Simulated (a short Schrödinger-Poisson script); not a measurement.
# MOS inversion layer, SiO2 on p-type Si(110)

System: MOS inversion layer, SiO2 on p-type Si(110), at 300 K.

| layer | material | thickness (nm) | Na (cm⁻³) |
|---|---|---|---|
| 1 | SiO2 | 2.1 | - |
| 2 | Si | 1200 | 1.2e17 |

The device is made up for the run: typed textbook-type constants, with dimensions and the other settings drawn at random. SiO2: permittivity 3.9, conduction-band edge (eV) 3.15, gap (eV) 9, electron mass (mₑ) 0.5. Si: permittivity 11.7, conduction-band edge (eV) 0, gap (eV) 1.124, Nv at 300 K (cm⁻³) 3.1e19.

Channel valleys (confinement mass, in-plane density-of-states mass, number): Δ4 0.315, 0.324, 4; Δ2 0.19, 0.417, 2. At the gate the conduction-band edge of layer 1 lies 3.73 eV − eVg above the Fermi level of the channel; the field vanishes at the back. Gaps are held at their typed values at every temperature. Mesh 0.03 nm at interfaces.

Solved with a short Schrödinger-Poisson script written for these runs: 1D Poisson equation in equilibrium, electrons quantum, Hartree (BenDaniel-Duke, 12 states a valley, the channel's in-plane mass for all, wave functions free to enter the dielectric), parabolic valleys, classical holes, full ionisation, no traps, pinning or gate leakage.

| Vg (V) | electrons (cm⁻²) | C (μF/cm²) | Δ4 E0 (meV) | Δ4 E1 (meV) | Δ2 E0 (meV) | Δ2 E1 (meV) |
|---|---|---|---|---|---|---|
| 0.3 | 1.06e6 | 0.121 | 437.4 | 487.1 | 447.5 | 505.9 |
| 0.45 | 1.87e8 | 0.111 | 302.7 | 356.4 | 313.5 | 376.7 |
| 0.6 | 3.07e10 | 0.241 | 170.1 | 227.5 | 181.6 | 249.1 |
| 0.75 | 5.60e11 | 0.929 | 93.8 | 156.8 | 106.6 | 179.5 |
| 0.9 | 1.54e12 | 1.15 | 66.2 | 135.8 | 80.7 | 159.3 |
| 1.05 | 2.65e12 | 1.23 | 50.7 | 126.6 | 66.8 | 150.6 |
| 1.2 | 3.83e12 | 1.28 | 39.8 | 121.5 | 57.4 | 145.8 |
| 1.35 | 5.05e12 | 1.32 | 31.4 | 118.3 | 50.3 | 143.0 |
| 1.5 | 6.29e12 | 1.34 | 24.4 | 116.3 | 44.6 | 141.1 |
| 1.65 | 7.56e12 | 1.36 | 18.4 | 115.0 | 39.8 | 139.9 |
| 1.8 | 8.84e12 | 1.38 | 13.2 | 114.1 | 35.6 | 139.1 |
| 1.95 | 1.01e13 | 1.39 | 8.5 | 113.6 | 31.9 | 138.6 |
| 2.1 | 1.15e13 | 1.40 | 4.1 | 113.2 | 28.5 | 138.3 |
| 2.25 | 1.28e13 | 1.41 | 0.1 | 113.1 | 25.4 | 138.1 |
| 2.4 | 1.41e13 | 1.42 | -3.6 | 113.1 | 22.6 | 138.1 |
| 2.55 | 1.54e13 | 1.43 | -7.1 | 113.1 | 19.9 | 138.1 |
| 2.7 | 1.68e13 | 1.44 | -10.4 | 113.3 | 17.3 | 138.2 |
| 2.85 | 1.81e13 | 1.44 | -13.6 | 113.5 | 14.9 | 138.4 |
| 3 | 1.95e13 | 1.45 | -16.6 | 113.8 | 12.5 | 138.6 |

Gate voltages with under 1e6 electrons/cm² are left out.

Subbands count from the Fermi level.
